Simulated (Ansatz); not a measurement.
Start from CaS in the rock salt structure (space group Fm-3m, No. 225; a = 5.712 Å).

Perturbation: a hydrostatic pressure of 5 GPa.

Level of theory: PBE, PAW, 420 eV (Ansatz, an electronic-structure program; no spin-orbit coupling).

Base, band edges from the VBM (valence, conduction): X -0.80, 2.38; W -1.53, 4.81; L -1.13, 5.20; Γ 0.00, 4.10; K -1.01, 3.68; U -1.01, 3.68 eV.

### Question
Give the band edges at the high-symmetry points of the new zone, measured from its valence-band maximum.

### Answer
```tsv
point	valence edge (eV)	conduction edge (eV)
Γ	0.00	4.14
X	-0.85	2.20
U	-1.11	3.64
K	-1.11	3.64
L	-1.29	5.34
W	-1.68	4.89
```

The gap is 2.20 eV, indirect, Γ → X.

Load acts through the strain it causes; cell and atoms are relaxed under it. No phonon test of stability was made. No other phases were tried under pressure.
